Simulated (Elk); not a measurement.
Band structure of Gd (R-3m, 3 atoms in the cell).

```
CELL_PARAMETERS angstrom
      1.82485     1.05358     8.90239
     -1.82485     1.05358     8.90239
      0.00000    -2.10716     8.90239
ATOMIC_POSITIONS crystal
  Gd 0.00000 0.00000 0.00000
  Gd 0.22291 0.22291 0.22291
  Gd 0.77709 0.77709 0.77709
```
Moments meant for the start (each program seeds them in its own way; μB, in the order of the atoms Gd Gd Gd): 7.0 7.0 7.0.

Method: Elk with PBEsol, all-electron FP-LAPW, Elk's shipped species files, default APW+lo basis.

Settings: xctype = 22; spinpol = true; rgkmax = 7; stype = 3; swidth = 0.00367493 Ha; ngridk = 6 6 6; reducebf = 0.8; nempty = 10 per atom; bfcmt = [[0.0, 0.0, -7.0], [0.0, 0.0, -7.0], [0.0, 0.0, -7.0]].

The starting cell comes from a database of computed structures (which also holds hypothetical and non-ambient phases and stackings), without a prior relaxation at this level. Spin-orbit coupling is off. The magnetic order is the one reached from the typed start; others were not searched systematically. With U or open f shells several self-consistent states can exist. The f electrons are in the valence without U or exact exchange, which can misplace them near the Fermi level. Spin-orbit terms, which matter for f shells, are left out. Values depend on the basis (sphere radii, cutoffs, local orbitals), which need not be converged.

Levels in eV from the Fermi level, bands 12 to 19 of the first spin channel:
```tsv
point	12	13	14	15	16	17	18	19
B	-19.89	-0.33	-0.12	-0.05	-0.03	0.24	0.26	0.39
Z	-19.76	-3.37	-3.37	-1.39	0.21	0.26	0.27	0.33
Γ	-19.74	-4.09	-1.93	-1.90	0.22	0.23	0.25	0.35
X	-19.89	-0.33	-0.11	-0.10	0.10	0.13	0.30	0.39
```

Bands cross the Fermi level along this path, so the cell is metallic at this level.

The net moment of the cell came out as 22.51 μB.
